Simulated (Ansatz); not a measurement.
System: Na3OBr (Pm-3m, No. 221, 5 atoms in the cell; start mp-985586). Method: r²SCAN+SOC in Ansatz (PAW).

Run with plane-wave cutoff 560 eV, 8×8×8 k mesh, Fermi–Dirac smearing 0.01 eV, PAW data made under PBE.

Cell (relaxed with PBEsol):

```cif
data_BrNa3O
_chemical_formula_sum 'Na3 Br1 O1'
_space_group_name_H-M_alt 'Pm-3m'
_space_group_IT_number 221
_space_group_name_Hall '-P 4 2 3'
_cell_length_a 4.54255
_cell_length_b 4.54255
_cell_length_c 4.54255
_cell_angle_alpha 90.000
_cell_angle_beta 90.000
_cell_angle_gamma 90.000
loop_
_atom_site_label
_atom_site_type_symbol
_atom_site_symmetry_multiplicity
_atom_site_Wyckoff_symbol
_atom_site_fract_x
_atom_site_fract_y
_atom_site_fract_z
_atom_site_occupancy
Na1 Na 3 c 0.00000 0.50000 0.50000 1
Br1 Br 1 a 0.00000 0.00000 0.00000 1
O1 O 1 b 0.50000 0.50000 0.50000 1
```

Problem. Estimate the band gap that the calculation returns.

Solution. 
* **band gap**: 2.58 eV (direct)

Static lattice: no zero-point or thermal effects.

The result took about 3 core-minutes (a rough figure).

A start named mp-… is a Materials Project structure, which need not be a measured phase.

Ansatz is a program for electronic structure.
